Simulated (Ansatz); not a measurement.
# What pressure −2 GPa does to GaN

The parent structure is GaN in the wurtzite structure (space group P6_3mc, No. 186; a = 3.183 Å, c = 5.184 Å).

One thing is altered: hydrostatic tension (pressure −2 GPa).

All numbers come from r2SCAN, PAW, 500 eV (Ansatz, a quantum-chemistry and plane-wave program; no spin-orbit coupling), earlier PAW set. Settings: 12×12×7 k-points, 0.05 eV Fermi–Dirac smearing.

The density shrinks by 0.06 g/cm³, from 6.11 g/cm³ to 6.05 g/cm³ and the lattice parameter a rises by 0.011 Å, from 3.183 Å to 3.194 Å. The c/a ratio stays 1.628 and the shortest interatomic distance grows by 0.0067 Å to 1.952 Å. The band gap shrinks by 0.07 eV to 2.28 eV and the gap character stays direct at Γ. The width of the top valence band drops by 0.04 eV to 2.81 eV and the electron mass becomes 0.17 mₑ along c, 0.18 mₑ across (at Γ) (base: 0.17 mₑ along c, 0.19 mₑ across (at Γ)). The valence-band top at Γ (three highest levels, from the VBM) goes from 0.00, 0.00, -0.04 eV to 0.00, 0.00, -0.03 eV.

Load acts through the strain it causes; cell and atoms are relaxed under it. Effective masses come from finite differences of ±0.01 Å⁻¹. Whether these cells are dynamically stable was not tested.
